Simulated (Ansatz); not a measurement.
Start from C in the diamond structure (space group Fd-3m, No. 227; a = 3.554 Å). Axes: x, y, z lie along the cube axes.

Computed with Ansatz (a quantum-chemistry and plane-wave program) PBEsol, no spin-orbit coupling.

Base values:

```
Item                             Value
-----------------------------  -------
Shortest interatomic distance  1.539 Å
Band gap                       4.03 eV
```

It is then changed as follows: compressive biaxial strain of 2.50 % in the plane normal to [001], as in epitaxy on a mismatched substrate; the out-of-plane cell vector and the atoms relax.

Problem. What does the calculation give for the out-of-plane strain after the change?

Solution. The out-of-plane strain is +0.67 %.

Problem. Estimate the effect on the energy relative to the base.

Solution. The energy increases by 27 meV/atom.

Problem. What does the calculation give for the shortest interatomic distance after the change?

Solution. The shortest interatomic distance drops by 0.022 Å to 1.517 Å.

Problem. Estimate the effect on the band gap.

Solution. The band gap shrinks by 0.328 eV, from 4.03 eV to 3.71 eV.

Whether these cells are dynamically stable was not tested.
